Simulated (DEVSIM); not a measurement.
System: Schottky contact on n-type β-Ga2O3, at 350 K.

```
layer (left to right)  material  thickness (μm)  Nd (cm⁻³)  τn (s)  τp (s)
---------------------  --------  --------------  ---------  ------  ------
1                       β-Ga2O3           0.200     1.3e16  7.3e-8  7.3e-8
```

Left contact: Schottky, work function 5.5 eV, emission velocity 2e6 cm/s. Right contact: ohmic. Voltage is applied to the left contact. Recombination: SRH at mid-gap, Auger. Mobility is μmin + (μ − μmin)/(1 + (N/Nref)^α).

This is a model device: material constants are rounded textbook-type values typed into the input, and sizes, dopings and lifetimes were drawn at random. Values at 300 K; Nc and Nv go as T^1.5, mobilities as T to minus their exponent, the gap by Varshni's rule with the affinity fixed.

```
parameter         β-Ga2O3
----------------  -------
gap (eV)              4.8
affinity (eV)           4
permittivity           10
Nc (cm⁻³)          3.7e18
Nv (cm⁻³)            5e20
μn (cm²/Vs)           160
μp (cm²/Vs)             1
μn,min                 20
μp,min                0.1
Nref,n               1e18
Nref,p               1e18
αn                    0.8
αp                    0.8
T exponent of μn      1.8
T exponent of μp      1.5
Cn (cm⁶/s)          1e-31
Cp (cm⁶/s)          1e-31
Varshni α (eV/K)   0.0004
Varshni β (K)         600
```

DEVSIM, 1D drift-diffusion, Boltzmann statistics, complete ionisation; no tunnelling, impact ionisation, image-force lowering or self-heating. Metal contacts follow the ideal Schottky-Mott rule: no Fermi-level pinning, no interface dipoles.

Task: Tabulate band edges, carrier densities and field at 1.15 V on the left contact.

Result: Energies count from the Fermi level of the right contact; mesh points crowd at the junctions.

```
x (μm)    Ec (eV)  Ev (eV)  n (cm⁻³)  p (cm⁻³)  field (V/cm)
--------  -------  -------  --------  --------  ------------
0.000       0.350   -4.438    2.4e13     < 1e2        -26000
0.004191    0.339   -4.449    4.1e13     < 1e2        -25000
0.008932    0.328   -4.461    6.8e13     < 1e2        -24000
0.01429     0.315   -4.473    1.1e14     < 1e2        -23000
0.02368     0.295   -4.493    2.4e14     < 1e2        -20000
0.03097     0.281   -4.508    3.9e14     < 1e2        -19000
0.03922     0.266   -4.522    6.5e14     < 1e2        -17000
0.05107     0.248   -4.541    1.2e15     < 1e2        -14000
0.06195     0.233   -4.555    2.0e15     < 1e2        -12000
0.07757     0.217   -4.572    3.5e15     < 1e2         -9100
0.09193     0.205   -4.583    5.1e15     < 1e2         -6900
0.1079      0.196   -4.592    6.9e15     < 1e2         -4800
0.1222      0.190   -4.598    8.4e15     < 1e2         -3500
0.1350      0.186   -4.602    9.6e15     < 1e2         -2600
0.1513      0.183   -4.606    1.1e16     < 1e2         -1700
0.1607      0.181   -4.607    1.1e16     < 1e2         -1400
0.1689      0.180   -4.608    1.2e16     < 1e2         -1200
0.1762      0.180   -4.609    1.2e16     < 1e2         -1000
0.1842      0.179   -4.610    1.2e16     < 1e2          -930
0.1897      0.178   -4.610    1.3e16     < 1e2          -880
0.1958      0.178   -4.611    1.3e16     < 1e2          -850
0.2000      0.177   -4.611    1.3e16     < 1e2          -840
```
